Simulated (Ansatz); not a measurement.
**InAs under a change: As → Pt**

The reference is InAs in the zinc blende structure (space group F-43m, No. 216; a = 6.109 Å).

The change: Pt takes the place of As on all its sites, then cell and atoms are relaxed.

The values are results of r2SCAN (Ansatz, a program for electronic structure, PAW, no spin-orbit coupling), not measurements. k-mesh 13×13×13 (Γ-centred); smearing 0.05 eV (Fermi–Dirac), for the changed cell.

```json
[
 {"quantity": "volume per atom", "base": "28.50 Å³", "changed": "27.35 Å³", "shift": "-1.15 Å³"},
 {"quantity": "density", "base": "5.53 g/cm³", "changed": "9.41 g/cm³", "shift": "+3.88 g/cm³"},
 {"quantity": "shortest interatomic distance", "base": "264.5 pm", "changed": "260.9 pm", "shift": "-3.6 pm"},
 {"quantity": "band gap", "base": "0.08 eV", "changed": "zero", "shift": "–"}
]
```

Final structure:

```
InPt
1.0
    0.00000     3.01308     3.01308
    3.01308     0.00000     3.01308
    3.01308     3.01308     0.00000
Pt In
1 1
Cartesian
  4.51962   4.51962   4.51962
  0.00000   0.00000   0.00000
```

Stability against distortions was not tested. As relaxed here, InPt is a hypothetical phase, not in the database extracts checked. All final runs are without spin polarisation. The zero or small gap of InAs can change with the level of theory.
